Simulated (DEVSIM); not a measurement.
Structure: illuminated Si p-on-n cell, one wavelength, with a back-surface field, at 250 K.

Layer 1 from the left is Si, thickness (μm) 0.370, Na (cm⁻³) 1.2e18, τn (s) 2.4e-8, τp (s) 4.6e-7, absorption coefficient (cm⁻¹) 29000. Layer 2 from the left is Si, thickness (μm) 43.0, Nd (cm⁻³) 5.1e15, τn (s) 1.2e-6, τp (s) 1.2e-6, absorption coefficient (cm⁻¹) 29000. Layer 3 from the left is Si, thickness (μm) 1.60, Nd (cm⁻³) 4.3e18, τn (s) 1.2e-6, τp (s) 1.2e-6, absorption coefficient (cm⁻¹) 29000.

Left contact: ohmic, minority electron recombination velocity 30000 cm/s. Right contact: ohmic, minority hole recombination velocity 50000 cm/s. Voltage is applied to the left contact. Recombination: SRH at mid-gap, radiative, Auger. Light enters at the left, 1.2e18 photons cm⁻² s⁻¹, one pass, no reflection. Mobility is μmin + (μ − μmin)/(1 + (N/Nref)^α).

This is a model device: material constants are rounded textbook-type values typed into the input, and sizes, dopings and lifetimes were drawn at random. Values at 300 K; Nc and Nv go as T^1.5, mobilities as T to minus their exponent, the gap by Varshni's rule with the affinity fixed.

Si: gap (eV) 1.124, affinity (eV) 4.05, permittivity 11.7, Nc (cm⁻³) 2.86e19, Nv (cm⁻³) 3.1e19, μn (cm²/Vs) 1417, μp (cm²/Vs) 470, μn,min 52, μp,min 45, Nref,n 9.7e16, Nref,p 2.2e17, αn 0.68, αp 0.72, T exponent of μn 2.3, T exponent of μp 2.2, B (cm³/s) 4.7e-15, Cn (cm⁶/s) 2.8e-31, Cp (cm⁶/s) 9.9e-32, Varshni α (eV/K) 0.000473, Varshni β (K) 636.

Model (solved in DEVSIM): 1D drift-diffusion, Boltzmann statistics, complete ionisation; no tunnelling, impact ionisation, image-force lowering or self-heating.

### Question
What does the simulation give for the short-circuit current, the dark forward voltage at 100 A/cm², the fill factor?

### Answer
short-circuit current 183 mA/cm²; dark forward voltage at 100 A/cm² 0.921 V; fill factor 0.86.
